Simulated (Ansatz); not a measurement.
# BN: pressure series

Consider BN (space group R3m, No. 160; a cell from a computed database, its experimental status unchecked; layered, stacked along the Cartesian z axis).

```xyz
2
Lattice="1.2501 0.7218 3.2523 -1.2501 0.7218 3.2523 0.0000 -1.4435 3.2523" Properties=species:S:1:pos:R:3 pbc="T T T"
B      0.0000     0.0000     9.7540
N      0.0000     0.0000     3.2465
```

Cell and atoms are relaxed at each pressure.

Computed with r2SCAN+rVV10 (Ansatz, an electronic-structure program), spin-orbit coupling left out.

Candidates:
(a) pressure 0.7 GPa
(b) pressure 3 GPa
(c) pressure 1.5 GPa
(d) pressure 5 GPa

Before the change:

* **c/a ratio**: 3.902

Question: Order them by c/a ratio, lowest first.

Answer: (d) pressure 5 GPa (3.607), (b) pressure 3 GPa (3.695), (c) pressure 1.5 GPa (3.781), (a) pressure 0.7 GPa (3.840)

Load acts through the strain it causes; cell and atoms are relaxed under it. Whether these cells are dynamically stable was not tested. No other phases were tried under pressure.
